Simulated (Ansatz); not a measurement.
**A computed series for RuSi: element substitutions**

The parent structure is RuSi (space group P2_13, No. 198; a = 4.7047 Å).

Each row replaces one element on all its sites; cell and atoms are relaxed.

The values are results of r2SCAN (Ansatz, a quantum-chemistry and plane-wave program, PAW, no SOC), not measurements.

```
change       space group  volume per atom
-------  ---------------  ---------------
base     P2_13 (No. 198)         13.02 Å³
Si → Cu  P2_13 (No. 198)         12.90 Å³
Ru → C        (withheld)       (withheld)
Ru → Co  P2_13 (No. 198)       (withheld)
```

Some entries are withheld; estimate them.


- Ru → C, space group: Fm-3m (No. 225)
- Ru → C, volume per atom: 8.17 Å³
- Ru → Co, volume per atom: 10.53 Å³

No phonon test of stability was made. As relaxed here, CuRu and SiC are hypothetical phases, not in the database extracts checked. Starting moments died away, wholly or in part, for Ru → Co; another magnetic solution may exist. All final runs are without spin polarisation. CuRu has a high density of states at the Fermi level and may be magnetic at this level.
